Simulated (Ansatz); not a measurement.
The structure below was relaxed with PBEsol, PAW, 420 eV (Ansatz, an electronic-structure program; without spin-orbit coupling), earlier PAW set.

Space group P4₂/mnm (No. 136); a = b = 4.566 Å, c = 3.304 Å, α = β = γ = 90.00°

```json
[
 {"atom": "Ag", "site": "2a", "symmetry": "m.mm", "x": "0.0000", "y": "0.0000", "z": "0.0000"},
 {"atom": "O", "site": "4f", "symmetry": "m.2m", "x": "0.3111", "y": "0.3111", "z": "0.0000"}
]
```

Q: Write out a cell with all atoms.

A: 
```
AgO2
1.0
    4.56555     0.00000     0.00000
    0.00000     4.56555     0.00000
    0.00000     0.00000     3.30432
Ag O
2 4
Cartesian
  0.00000   0.00000   0.00000
  2.28277   2.28277   1.65216
  1.42019   1.42019   0.00000
  3.70296   0.86258   1.65216
  0.86258   3.70296   1.65216
  3.14536   3.14536   0.00000
```
This is the conventional cell.

No phonon test of stability was made. No Hubbard U is applied, and correlation can decide whether such a compound is a metal. All final runs are without spin polarisation. The cell was made from VO2 by this change: V → Ag; the result is a hypothetical phase, not in the database extracts checked.
